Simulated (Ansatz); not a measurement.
Base system: CdSe in the wurtzite structure (space group P6_3mc, No. 186).

```yaml
crystal:
  lattice:
    - [4.33999, 0.00000, 0.00000]
    - [-2.17000, 3.75854, 0.00000]
    - [0.00000, 0.00000, 7.07803]
  atoms:
    - { symbol: Cd, position: [0.66667, 0.33333, 0.00056] }
    - { symbol: Cd, position: [0.33333, 0.66667, 0.50056] }
    - { symbol: Se, position: [0.66667, 0.33333, 0.62464] }
    - { symbol: Se, position: [0.33333, 0.66667, 0.12464] }
```

Computed with r2SCAN, PAW, 500 eV (Ansatz, an electronic-structure program; no SOC).

One change was made to it. Results:

The density drops by 0.23 g/cm³, from 5.50 g/cm³ to 5.27 g/cm³; the shortest interatomic distance increases by 0.072 bohr to 5.090 bohr; the width of the top valence band falls by 0.125 eV, from 1.67 eV to 1.54 eV.

**Question.** What was done to the base?
A. pressure −1 GPa
B. pressure 10 GPa
C. pressure −2 GPa
D. pressure 3 GPa

**Answer.** C, pressure −2 GPa. For comparison, the density in the other runs: pressure −1 GPa gives 5.39 g/cm³; pressure 3 GPa gives 5.80 g/cm³; pressure 10 GPa gives 6.34 g/cm³.

The levels and masses belong to the bands next to the band gap. Load acts through the strain it causes; cell and atoms are relaxed under it. No phonon test of stability was made. Measured, CdSe leaves this structure (for rock salt) near 2.72 GPa (temperature not stated; as listed in Datta, Sujoy, Jana, Debnarayan, arXiv (2020)), on rising pressure, with hysteresis.
